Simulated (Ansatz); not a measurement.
# Habitual settings against a tight run: SnGe4Te4Se (R3m, 10 atoms in the cell)

Self-consistent single point.

```yaml
crystal:
  lattice:
    - [2.13482, 1.23254, 18.73141]
    - [-2.13482, 1.23254, 18.73141]
    - [0.00000, -2.46508, 18.73141]
  atoms:
    - { symbol: Sn, position: [0.59323, 0.59323, 0.59323] }
    - { symbol: Ge, position: [0.19610, 0.19610, 0.19610] }
    - { symbol: Ge, position: [0.79650, 0.79650, 0.79650] }
    - { symbol: Ge, position: [0.39705, 0.39705, 0.39705] }
    - { symbol: Ge, position: [0.99736, 0.99736, 0.99736] }
    - { symbol: Te, position: [0.50320, 0.50320, 0.50320] }
    - { symbol: Te, position: [0.10368, 0.10368, 0.10368] }
    - { symbol: Te, position: [0.70418, 0.70418, 0.70418] }
    - { symbol: Te, position: [0.30449, 0.30449, 0.30449] }
    - { symbol: Se, position: [0.90070, 0.90070, 0.90070] }
```

Method of the run: PBEsol, PAW files made with PBE (plane waves; Ansatz, a program for electronic structure).

Base settings: basis.ecutwfc = 420 eV; kpoints.mp_grid.grid = 7 7 7; hamiltonian.xc = pbesol; hamiltonian.pseudopotentials = {kind: paw} (the program's default PAW files); scf.occupations.method = gaussian; scf.occupations.width = 0.05 eV.

Tight run (finer mesh or higher cutoff; not a proven limit): basis.ecutwfc: 420 eV → 590 eV; kpoints.mp_grid.grid: 7 7 7 → 10 10 10; scf.convergence.dr2_threshold: default (1e-07 eV) → 1e-09 eV. It gave top of the valence band (on the code's own zero) 7.73 eV; gap on the k-point mesh 0.53 eV; pressure -3.71 GPa; largest force (vector length) 0.123 eV/Å.

Quick runs, as changes from the base:
- A: the base itself
- B: basis.ecutwfc: 420 eV → 210 eV; kpoints.mp_grid.grid: 7 7 7 → 2 2 2; scf.occupations.method: gaussian → cold; scf.occupations.width: 0.05 eV → 0.136 eV; width narrowed by the program to 0.0871 eV
- C: basis.ecutwfc: 420 eV → 250 eV; kpoints.mp_grid.grid: 7 7 7 → 1 1 1; hamiltonian.xc: pbesol → lda; kpoints.mp_grid.shift: default → 0.5 0.5 0.5 [LDA (PW92)]
- D: basis.ecutwfc: 420 eV → 210 eV; kpoints.mp_grid.grid: 7 7 7 → 4 4 4
- E: basis.ecutwfc: 420 eV → 250 eV; kpoints.mp_grid.grid: 7 7 7 → 6 6 6; hamiltonian.xc: pbesol → lda; scf.convergence.dr2_threshold: default (1e-07 eV) → 0.001 eV [LDA (PW92)]
- F: basis.ecutwfc: 420 eV → 335 eV; kpoints.mp_grid.grid: 7 7 7 → 6 6 6

Dashes: time of B, C, D, E, under 30 s; energy of C, E, another energy zero.

Gaps are read on each run's own mesh, which may miss the band edges.

† marks runs with another functional, U, potentials or spin treatment: their distance from the tight run is not a convergence error alone.

The count of work is k-points × plane waves × bands × iterations; it is no time. Core times come from one kind of shared machine and are given to one figure; runs under 30 s give none.

Pressures in the table are Ansatz's without its Pulay estimate, at a fixed set of plane waves; the tight run's value above holds the estimate.

The starting cell comes from a database of computed structures (which also holds hypothetical and non-ambient phases and stackings), without a prior relaxation at this level. Its lattice was rescaled by a random factor within 2.5 % of one. Spin-orbit coupling is off. In the base run, with a pressure of about -4 GPa the cell is away from its equilibrium volume at this level.

```csv
run,energy less tight (meV/atom),pressure less tight (GPa),largest miss in a force vector (eV/Å),gap on the mesh less tight (eV),count of work / tight,core time / tight (rough)
A,-2.1,-0.06,0.020,0.050,0.19,0.2
B,3449.1,-99.27,1.213,0.180,0.0083,–
C†,–,6.58,2.467,0.472,0.0024,–
D,3191.3,-100.13,0.516,0.051,0.023,–
E†,–,-24.18,0.077,0.016,0.038,–
F,-0.4,-0.42,0.044,-0.001,0.097,0.1
```

Among the runs at the tight run's level, the energy misses run from 0.4 to 3449.1 meV/atom.

Keys are those of Ansatz 0.2.
